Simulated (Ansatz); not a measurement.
Given:

```
LiNbO3
1.0
    2.53373     1.46285     4.45977
   -2.53373     1.46285     4.45977
    0.00000    -2.92570     4.45977
Li Nb O
2 2 6
Direct
  0.28046   0.28046   0.28046
  0.78046   0.78046   0.78046
  0.99791   0.99791   0.99791
  0.49791   0.49791   0.49791
  0.10346   0.36945   0.71582
  0.71582   0.10346   0.36945
  0.36945   0.71582   0.10346
  0.21582   0.86945   0.60346
  0.86945   0.60346   0.21582
  0.60346   0.21582   0.86945
```

No spin polarisation.

Computed with LDA (Ansatz, a quantum-chemistry and plane-wave program; PAW; 420 eV plane waves; no SOC). Γ-centred 8×8×8 mesh, Fermi–Dirac width 0.05 eV.

Question: Predict the stress and space group.

Answer: 
- Stress (xx, yy, zz, yz, xz, xy; compression positive) = (1.94, 1.94, 5.91, 0.00, 0.00, 0.00) GPa
- Space group = R3c (No. 161)

The cells carry an imposed strain or load. Stability against distortions was not tested. The cell was made from LiNbO₃ (space group R3c, No. 161) by this change: uniaxial strain ε_zz = −2.25 %.
